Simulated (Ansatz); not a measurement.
The starting structures come from a database of crystals and need not be the phases stable at ambient conditions.

The decay constant κ of evanescent states in the gap governs leakage through a thin film.

Consider the following.

```
Bi2O3
1.0
    5.56914     0.00000     0.00000
    0.00000    13.60766     0.00000
    0.00000    -1.87795     4.69337
Bi O
8 12
Cartesian
  3.79515   7.41697   2.75745
  1.77399   4.31274   1.93592
  3.79515  11.11657   1.93592
  1.77399   0.61314   2.75745
  4.55856   3.51882   3.92009
  1.01058   8.21089   0.77328
  4.55856   1.40706   0.77328
  1.01058  10.32265   3.92009
  3.76786  -0.04120   2.08940
  1.80128  11.77091   2.60398
  3.76786   4.96708   2.60398
  1.80128   6.76263   2.08940
  4.58585  11.25722   3.88780
  0.98329   0.47249   0.80557
  4.58585   7.27632   0.80557
  0.98329   4.45339   3.88780
  2.89356   2.46294   2.34669
  2.67558   9.26677   2.34669
  5.46015   9.26677   2.34669
  0.10899   2.46294   2.34669
```

Space group of this cell: Pccn. The cell is taken as given; by PBEsol its mean pressure is -0.5 GPa.

Transport runs along the normal of the first two printed cell vectors.

No gap correction and no spin-orbit coupling; mid-gap values are interpolated between computed energies.

Problem. Estimate the band gap and the smallest decay constant κ at mid-gap that PBEsol in Ansatz (a program for electronic structure) returns for this system.

Solution. Gap 2.28 eV on a 6×6×6 mesh; κ = 0.299 1/Å, at the zone centre.
